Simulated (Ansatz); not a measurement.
Base system: BN (space group P4_2/mnm, No. 136; a model cell, its experimental status unchecked).

```xyz
8
Lattice="4.3988 0.0000 0.0000 0.0000 4.3988 0.0000 0.0000 0.0000 2.5384" Properties=species:S:1:pos:R:3 pbc="T T T"
B      3.6329     0.7659     1.2692
B      0.7659     3.6329     1.2692
B      1.4335     1.4335     0.0000
B      2.9652     2.9652     0.0000
N      3.5736     3.5736     1.2692
N      0.8252     0.8252     1.2692
N      3.0245     1.3742     0.0000
N      1.3742     3.0245     0.0000
```

Levels (all Ansatz, an electronic-structure program, PAW): PBEsol (420 eV, no spin-orbit coupling); r2SCAN (500 eV, without spin-orbit coupling); HSE06 (420 eV, no spin-orbit coupling).

One geometry, relaxed with PBEsol, under each level:

```json
[
 {"level": "PBEsol", "band gap": "4.58 eV", "lowest conduction level above the VBM at special points": "A 6.13 eV; Z 6.32 eV; R 6.75 eV; Γ 7.00 eV", "pressure": "0.01 GPa"},
 {"level": "r2SCAN", "band gap": "5.31 eV", "lowest conduction level above the VBM at special points": "A 6.87 eV; Z 7.11 eV; R 7.48 eV; Γ 7.69 eV", "pressure": "0.73 GPa"},
 {"level": "HSE06", "band gap": "?", "lowest conduction level above the VBM at special points": "?", "pressure": "–"}
]
```

Give the withheld HSE06 results.


- HSE06, band gap: 6.11 eV
- HSE06, lowest conduction level above the VBM at special points: A 7.74 eV; Z 7.94 eV; R 8.37 eV; Γ 8.59 eV

Single points use the geometry relaxed with PBEsol. Their cutoffs differ, which shifts pressures a little. HSE06 gaps are upper bounds (no full band path). Stability against distortions was not tested.
